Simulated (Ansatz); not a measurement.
The starting structures come from a database of crystals and need not be the phases stable at ambient conditions.

 Where the default PAW files enter, the runs use the earlier of Ansatz's two default sets.

Evanescent states of AlBO₃ (R-3c, not sure to be the ambient phase, 10 atoms a cell, 8.1 Å³ an atom, -7 GPa at this level) along the normal of (001)

Method: r2SCAN (plane waves, PAW; Ansatz, a quantum-chemistry and plane-wave program).

The gap is the functional's own, uncorrected, and κ follows it; spin-orbit coupling is left out. Mid-gap values are interpolated between the computed energies.

Energies count from the valence-band top; κ is the least over a 12×12 mesh across the current.

| E (eV) | κ (1/Å) | where |
|---|---|---|
| 0.15 | 0.307 | Γ |
| 0.47 | 0.342 | Γ |
| 0.78 | 0.370 | Γ |
| 1.08 | 0.393 | Γ |
| 1.40 | 0.412 | Γ |
| 1.71 | ? | Γ |
| 2.02 | ? | Γ |
| 2.33 | ? | Γ |
| 2.63 | ? | Γ |
| 2.94 | ? | Γ |
| 3.25 | ? | Γ |
| 3.56 | ? | Γ |
| 3.88 | ? | Γ |
| 4.18 | ? | Γ |
| 4.50 | ? | Γ |
| 4.80 | ? | Γ |
| 5.12 | ? | Γ |
| 5.42 | 0.414 | Γ |
| 5.74 | 0.397 | Γ |
| 6.04 | 0.379 | Γ |
| 6.36 | 0.316 | Γ |
| 6.67 | 0.149 | Γ |

Question: What belongs in the gaps?

Answer: 
- 1.71, κ (1/Å): 0.428
- 2.02, κ (1/Å): 0.440
- 2.33, κ (1/Å): 0.450
- 2.63, κ (1/Å): 0.457
- 2.94, κ (1/Å): 0.462
- 3.25, κ (1/Å): 0.464
- 3.56, κ (1/Å): 0.464
- 3.88, κ (1/Å): 0.462
- 4.18, κ (1/Å): 0.458
- 4.50, κ (1/Å): 0.451
- 4.80, κ (1/Å): 0.441
- 5.12, κ (1/Å): 0.429
